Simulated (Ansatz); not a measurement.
The cell is built on a prototype and need not be the phase stable at ambient conditions.

By PBEsol, the system below comes out a metal.

```
AlP
1.0
    3.54792     0.00000     0.00000
    0.00000     3.53776     0.00000
    0.00000     0.00000    10.00471
Al P
4 4
Direct
  0.75000   0.75002   0.12500
  0.25000   0.25002   0.37500
  0.25000   0.24998   0.87500
  0.75000   0.74998   0.62500
  0.75000   0.74999   0.87500
  0.25000   0.24999   0.62500
  0.25000   0.25001   0.12500
  0.75000   0.75001   0.37500
```

Space group of this cell: Immm. The cell was relaxed by PBE-D3(BJ); by PBEsol its mean pressure is 1.8 GPa.

The current flows along the normal of the first two printed cell vectors. No spin-orbit coupling; the value is a mean over 0.1 eV about the Fermi level.

### Question
Compute, with PBEsol (Ansatz, a program for electronic structure), the ballistic conductance per area.

### Answer
0.53 × 10¹⁵ S/m² for both spins.
